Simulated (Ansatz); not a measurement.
## Convergence series on AlCu3 (P6_3/mmc, 8 atoms in the cell)

```yaml
crystal:
  lattice:
    - [5.09579, 0.00000, 0.00000]
    - [-2.54790, 4.41308, 0.00000]
    - [0.00000, 0.00000, 4.17165]
  atoms:
    - { symbol: Al, position: [0.66667, 0.33333, 0.25000] }
    - { symbol: Al, position: [0.33333, 0.66667, 0.75000] }
    - { symbol: Cu, position: [0.33107, 0.16553, 0.75000] }
    - { symbol: Cu, position: [0.66893, 0.83447, 0.25000] }
    - { symbol: Cu, position: [0.16553, 0.33107, 0.25000] }
    - { symbol: Cu, position: [0.83447, 0.66893, 0.75000] }
    - { symbol: Cu, position: [0.83447, 0.16553, 0.75000] }
    - { symbol: Cu, position: [0.16553, 0.83447, 0.25000] }
```

Level of theory: PBEsol, default PAW files made with PBE (plane waves; Ansatz, an electronic-structure program).

The starting cell comes from a database of computed structures (which also holds hypothetical and non-ambient phases and stackings), without a prior relaxation at this level. Its lattice was rescaled by a random factor within 2.5 % of one. Spin polarisation is off. In the base run, with a pressure of about 3 GPa the cell is away from its equilibrium volume at this level. Ansatz's pressure includes its estimate of the finite-basis (Pulay) stress.

Held fixed: kpoints.mp_grid.grid = 8 8 8; hamiltonian.xc = pbesol; hamiltonian.pseudopotentials = {kind: paw} (the program's default PAW files); scf.occupations.method = cold; scf.occupations.width = 0.136 eV.

ΔF is the free energy per atom less that of the last row (840 eV).

The first pressure column holds Ansatz's estimate of the finite-basis (Pulay) stress, which hides part of the cutoff error; the other is without it.

```json
[
 {"basis.ecutwfc": "170 eV", "ΔF (meV/atom)": "32929.1", "pressure (GPa)": "48.77", "largest force (eV/Å)": "0.327", "pressure at a fixed set of plane waves (GPa)": "-1766.83", "plane waves": "465", "iterations": "10"},
 {"basis.ecutwfc": "210 eV", "ΔF (meV/atom)": "8207.1", "pressure (GPa)": "-9.68", "largest force (eV/Å)": "0.144", "pressure at a fixed set of plane waves (GPa)": "-545.39", "plane waves": "645", "iterations": "8"},
 {"basis.ecutwfc": "250 eV", "ΔF (meV/atom)": "1988.0", "pressure (GPa)": "4.96", "largest force (eV/Å)": "0.128", "pressure at a fixed set of plane waves (GPa)": "-165.97", "plane waves": "875", "iterations": "8"},
 {"basis.ecutwfc": "295 eV", "ΔF (meV/atom)": "?", "pressure (GPa)": "6.14", "largest force (eV/Å)": "0.013", "pressure at a fixed set of plane waves (GPa)": "-31.73", "plane waves": "1097", "iterations": "7"},
 {"basis.ecutwfc": "335 eV", "ΔF (meV/atom)": "35.2", "pressure (GPa)": "3.42", "largest force (eV/Å)": "0.012", "pressure at a fixed set of plane waves (GPa)": "-2.55", "plane waves": "1303", "iterations": "7"},
 {"basis.ecutwfc": "380 eV", "ΔF (meV/atom)": "?", "pressure (GPa)": "3.16", "largest force (eV/Å)": "0.020", "pressure at a fixed set of plane waves (GPa)": "2.74", "plane waves": "1627", "iterations": "7"},
 {"basis.ecutwfc": "420 eV", "ΔF (meV/atom)": "2.2", "pressure (GPa)": "3.11", "largest force (eV/Å)": "0.020", "pressure at a fixed set of plane waves (GPa)": "3.02", "plane waves": "1843", "iterations": "7"},
 {"basis.ecutwfc": "485 eV", "ΔF (meV/atom)": "0.77", "pressure (GPa)": "3.10", "largest force (eV/Å)": "0.021", "pressure at a fixed set of plane waves (GPa)": "3.03", "plane waves": "2289", "iterations": "7"},
 {"basis.ecutwfc": "545 eV", "ΔF (meV/atom)": "0.29", "pressure (GPa)": "3.09", "largest force (eV/Å)": "0.021", "pressure at a fixed set of plane waves (GPa)": "3.07", "plane waves": "2691", "iterations": "7"},
 {"basis.ecutwfc": "630 eV", "ΔF (meV/atom)": "0.14", "pressure (GPa)": "3.08", "largest force (eV/Å)": "0.021", "pressure at a fixed set of plane waves (GPa)": "3.08", "plane waves": "3389", "iterations": "7"},
 {"basis.ecutwfc": "735 eV", "ΔF (meV/atom)": "0.04", "pressure (GPa)": "3.08", "largest force (eV/Å)": "0.021", "pressure at a fixed set of plane waves (GPa)": "3.08", "plane waves": "4279", "iterations": "7"},
 {"basis.ecutwfc": "840 eV", "ΔF (meV/atom)": "0.00", "pressure (GPa)": "3.08", "largest force (eV/Å)": "0.021", "pressure at a fixed set of plane waves (GPa)": "3.08", "plane waves": "5143", "iterations": "7"}
]
```

**Question.** What belongs in the gaps?

**Answer.** 
- 295 eV, ΔF (meV/atom): 291.8
- 380 eV, ΔF (meV/atom): 4.1

Keys are those of Ansatz 0.2.
